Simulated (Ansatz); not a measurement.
We consider C11b MoSi2, described by revPBE in Ansatz (plane waves, PAW).

Settings: plane-wave cutoff 520 eV, 24×24×24 k mesh, Fermi–Dirac smearing 0.05 eV, no spin polarisation, scalar-relativistic PAW data made under PBE.

Energies at three volumes about the minimum:

| V (Å³/atom) | E − E_lowest (meV/atom) |
|---|---|
| 13.431 | 3.54 |
| 13.705 | 0.00 |
| 13.979 | 3.29 |

### Question
Fit a parabola by hand: where is the minimum, and what is the bulk modulus?

### Answer
Slopes: (0.00 − 3.54)/(13.705 − 13.431) = -12.920 and (3.29 − 0.00)/(13.979 − 13.705) = 12.007 meV/Å³. Curvature E″ = 2 × (12.007 − (-12.920))/(13.979 − 13.431) = 90.974 meV/Å⁶. From the middle of the first interval, the slope vanishes at V0 = 13.5680 − (-12.920)/90.974 = 13.710 Å³/atom. B = V0 E″ = 13.710 × 90.974 meV/Å³ × 0.1602 GPa per meV/Å³ = 200 GPa. The full Birch–Murnaghan fit to all volumes gives V0 = 13.705 Å³/atom and B0 = 199 GPa.

Shape and atoms are relaxed at each volume.

Measured, for comparison: bulk modulus 222 ± 2 GPa (room temperature, no zero-point or thermal correction, B' = 4; as tabulated in Structural stability of MoSi2 and Mo5Si3 under high pressure, Chin. Phys. B 26 …). Computed less measured: bulk modulus -10 %.

Ansatz is an electronic-structure program.
